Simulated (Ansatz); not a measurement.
The reference is Cs₂SnI₆ (space group Fm-3m, No. 225; a = 11.550 Å). Axes: x, y, z lie along the cube axes.

Computed with PBEsol (Ansatz, a quantum-chemistry and plane-wave program; PAW; 420 eV plane waves; scalar-relativistic without spin-orbit coupling).

Strains are applied to the cell and any free atomic positions relax; under biaxial strain the out-of-plane vector relaxes too.

One change was made to it. Results:

| quantity | base | after |
|---|---|---|
| energy relative to the base (free energy F) | 0 meV/atom | +6.0 meV/atom |
| pressure (mean of the normal stresses, compression positive) | 0.0 GPa | 0.5 GPa |
| shortest interatomic distance | 2.870 Å | 2.852 Å |

Problem. Which of these changes matches the shifts?
A) biaxial strain −3.47 %, plane normal [001], relaxed out of plane
B) uniaxial strain ε_xx = +5.81 %
C) biaxial strain −0.38 %, plane normal [001], relaxed out of plane

Solution. A, biaxial strain −3.47 %, plane normal [001], relaxed out of plane. For comparison, the shortest interatomic distance in the other runs: uniaxial strain ε_xx = +5.81 % gives 2.869 Å; biaxial strain −0.38 %, plane normal [001], relaxed out of plane gives 2.868 Å.

Whether these cells are dynamically stable was not tested. All final runs are without spin polarisation.
